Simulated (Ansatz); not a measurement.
Band structure of SnTe (Fm-3m, 2 atoms in the cell).

```
CELL_PARAMETERS angstrom
      0.00000     3.09364     3.09364
      3.09364     0.00000     3.09364
      3.09364     3.09364     0.00000
ATOMIC_POSITIONS crystal
  Sn 0.00000 0.00000 0.00000
  Te 0.50000 0.50000 0.50000
```

Method: PBE (plane waves, PAW; Ansatz, a first-principles code).

Settings: basis.ecutwfc = 420 eV; kpoints.mp_grid.grid = 5 5 5; hamiltonian.xc = pbe; hamiltonian.pseudopotentials = {kind: paw} (the program's default PAW files); scf.occupations.method = fermi_dirac; scf.occupations.width = 0.01 eV; kpoints.band_path.npoints = 8.

The starting cell has typed, rounded lattice constants, without a prior relaxation at this level. Its lattice was rescaled by a random factor within 2.5 % of one. Spin-orbit coupling is off.

Question: Predict the gap along the standard path and the places of the band edges.

Answer: The gap along the path is 0.16 eV, from L to a point between W and L; the smallest direct gap on it is 0.27 eV.

Levels in eV from the top of the valence band on the path, bands 12 to 18:
```csv
point,12,13,14,15,16,17,18
Γ,-4.43,-2.27,-2.27,-2.27,3.49,3.49,3.49
X,-6.49,-5.96,-4.00,-4.00,1.98,5.23,5.23
W,-7.54,-5.16,-5.16,-0.79,0.88,4.65,4.65
K,-7.61,-5.54,-3.47,-2.82,3.17,3.18,4.25
L,-8.62,-1.92,-1.92,0.00,0.27,0.31,0.31
U,-7.61,-5.54,-3.47,-2.82,3.17,3.18,4.25
```

Keys are those of Ansatz 0.2.
